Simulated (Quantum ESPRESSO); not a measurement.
Equation of state of AlB2-type ZrB2 (space group 191): energy against volume (Quantum ESPRESSO, PBE)

```
CELL_PARAMETERS angstrom
      3.11363     0.00000     0.00000
     -1.55682     2.69649     0.00000
      0.00000     0.00000     3.46723
ATOMIC_POSITIONS crystal
  Zr 0.00000 0.00000 0.00000
  B  0.66667 0.33333 0.50000
  B  0.33333 0.66667 0.50000
```

Computed with PBE, GBRV 1.5 ultrasoft (PBE) pseudopotentials (plane waves; Quantum ESPRESSO). Settings: ecutwfc = 52 Ry; ecutrho = 416 Ry; occupations = smearing; smearing = fd; degauss = 0.0036749 Ry; potentials = {Zr: zr_pbe_v1.uspp.F.UPF, B: b_pbe_v1.4.uspp.F.UPF}; K_POINTS = automatic 21 21 17 0 0 0; conv_thr = 1e-10 Ry. The cell above is the first row's. The rows scale it uniformly. In all rows fractional positions and the k mesh are held. E is the free energy at the stated smearing, counted from the lowest row.

```csv
V (Å^3/atom),E (meV/atom)
9.703,?
9.914,9.58
10.125,1.32
10.336,0.00
10.547,4.94
10.758,15.56
10.969,31.29
11.180,51.67
11.391,76.24
```

Fit E of the 8 rows that show it with the third-order Birch-Murnaghan form, a cubic in V^(-2/3). With u = V^(-2/3) - 0.207, the rows have u = 0.009688, 0.006667, 0.003749, 0.000929, -0.001799, -0.004439, -0.006996, -0.009473. Least squares gives E = 7.912 - 3554.66·u + 385429·u² - 77658·u³. Residuals (row less fit): 0.001, -0.002, 0.001, -0.002, 0.005, -0.003, -0.001, 0.001; standard error 0.004 (degrees of freedom: 4). Its minimum lies at u = 0.004618, so V0 = (0.211618)^(-3/2) = 10.27. There d²E/du² = 768700 and d³E/du³ = -465900, so B0 = (4/9) × 10.27^(-7/3) × 768700 × 0.160218 = 239 GPa (the last factor turns the table's units into GPa), and B0' = 4 + (2/3) × 0.211618 × (-465900)/768700 = 3.9. The program's pressures in the fitted runs (not shown) pass through zero at V = 10.27, 0.03 % from this V0.

### Question
Estimate the missing E (V = 9.703); what did the run itself give?

### Answer
u = 0.012818, so E = 7.912 - 3554.66 × 0.012818 + 385429 × 0.012818² - 77658 × 0.012818³ = 25.511 meV/atom. The calculation gives 25.50 meV/atom, 0.011 meV/atom below the prediction (under 0.05 % of the range of E in the table). The row lies outside the fitted rows, so this is an extrapolation. From the scatter of the fitted rows alone, a prediction at this place has a standard error of 0.011 meV/atom, so the miss is 1.0 times that.

Carrying the step between the two nearest rows on in a straight line would have given 17.84, off by 7.66; series whose last step already gives the withheld value aren't shown. The scan was laid around a cell of about the measured size, scaled by a guess for this functional; axis ratios and inner coordinates come from that cell. The runs keep the symmetry of the cell, so they don't test it for distortions. The shape of the cell and the inner coordinates aren't relaxed, so V0 and B0 belong to this uniform scaling; a relaxed crystal lies no higher in energy and is usually softer. Cutoffs and mesh are single choices, not tested for convergence of this quantity. Series with a scatter that would blur these digits, or in which a gap closes, are not shown. Nor are scans whose minimum lies at an end fitted in this form.
